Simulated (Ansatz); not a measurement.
The reference is TeS2 in the CdI2 type structure (space group P-3m1, No. 164; a hypothetical phase, not in the database extracts checked; layered; relaxed with 0.1 eV smearing).

```
CELL_PARAMETERS angstrom
      3.74398     0.00000     0.00000
     -1.87199     3.24238     0.00000
      0.00000     0.00000     5.46013
ATOMIC_POSITIONS crystal
  Te 0.00000 0.00000 0.00000
  S  0.33333 0.66667 0.28520
  S  0.66667 0.33333 0.71480
```

Method: DFT with PBEsol-D3(BJ), PAW potentials and a 420 eV plane-wave cutoff in Ansatz (a program for electronic structure), spin-orbit coupling left out.

Base values:

The pressure comes out as 0.0 GPa.

The change: an isotropic linear strain of −2.68 %, atoms relaxed at fixed cell.

Problem. Estimate the effect on the pressure, energy relative to the base and largest internal atomic displacement.

Solution. The pressure (mean of the normal stresses, compression positive) goes from zero to 4.7 GPa; the energy rises by 23 meV/atom; the largest internal atomic displacement amounts to 0.078 Å.

Whether these cells are dynamically stable was not tested. The final runs are not spin-polarised.
